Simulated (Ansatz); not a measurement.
C (space group Pm-3n, No. 223; a hypothetical phase, not in the database extracts checked)

```cif
data_C8
_chemical_formula_sum 'C8'
_space_group_name_H-M_alt 'Pm-3n'
_space_group_IT_number 223
_space_group_name_Hall '-P 4n 2 3'
_cell_length_a 3.87676
_cell_length_b 3.87676
_cell_length_c 3.87676
_cell_angle_alpha 90.000
_cell_angle_beta 90.000
_cell_angle_gamma 90.000
loop_
_atom_site_label
_atom_site_type_symbol
_atom_site_symmetry_multiplicity
_atom_site_Wyckoff_symbol
_atom_site_fract_x
_atom_site_fract_y
_atom_site_fract_z
_atom_site_occupancy
C1 C 6 c 0.00000 0.50000 0.25000 1
C2 C 2 a 0.00000 0.00000 0.00000 1
```

Method: Ansatz (a quantum-chemistry and plane-wave program), PBE, PAW, cutoff 420 eV, no spin-orbit coupling. Settings: 12×12×12 k-points, 0.05 eV Fermi–Dirac smearing.

```json
{
  "volume_per_atom": "7.28 Å³",
  "density": "2.74 g/cm³",
  "band_gap": "zero",
  "total_energy": "-246.381 eV/atom (σ→0; compares only within this code and set-up)"
}
```

Stability against distortions was not tested.
